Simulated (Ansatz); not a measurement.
# Computed paths: interstitial H in monoclinic HfO2, charge state +1

Consider interstitial H in monoclinic HfO2, charge state +1. Method: PBE, PAW (plane waves to 420 eV; Ansatz, a first-principles code).

96-site cell at the relaxed PBE lattice, the Γ point alone, smearing 0.01 eV, spin-restricted, no finite-size correction. No zero-point or tunnelling terms. Spin-orbit coupling is left out. The charge state is imposed; whether it is stable for some Fermi level was not computed. Sites that were not tried may lie lower.

Barriers: single points on a 2×2×2 k-point mesh shifted by half a step at the bands' geometries.

```
Route                        Start site over the lowest site run (eV)  Hop (Å)  Forward barrier (eV)  Backward barrier (eV)   Neighbours at the start            Neighbours at the saddle                         Saddle order  Forward, on the band's own sampling (eV)
---------------------------  ----------------------------------------  -------  --------------------  ---------------------  ------------------------  ----------------------------------  -----------------------------------  ----------------------------------------
a direct jump of one H atom                                      0.00     2.07                  0.36                   0.32    O at 0.99, O at 1.91 Å  Hf at 2.13; O at 1.18, O at 1.28 Å                         inconclusive                                      0.36
a direct jump of one H atom                                      0.04     1.99                  1.07                   1.07  O at 0.98, 2 O at 2.19 Å                       2 O at 1.30 Å  inconclusive, on a symmetry element                                      1.10
```

Paths come from nudged elastic bands with a climbing image.  A band can be held on a symmetry element, so unchecked saddle points there may be too high. A further band (a direct jump of one H atom, 1.10 Å) gave 0.29 eV forward on its own sampling, 0.29 eV above the lowest site run, but it passes through another well, so it is not taken as a result.

The whole set of runs took about 5 core-hours (a rough figure).
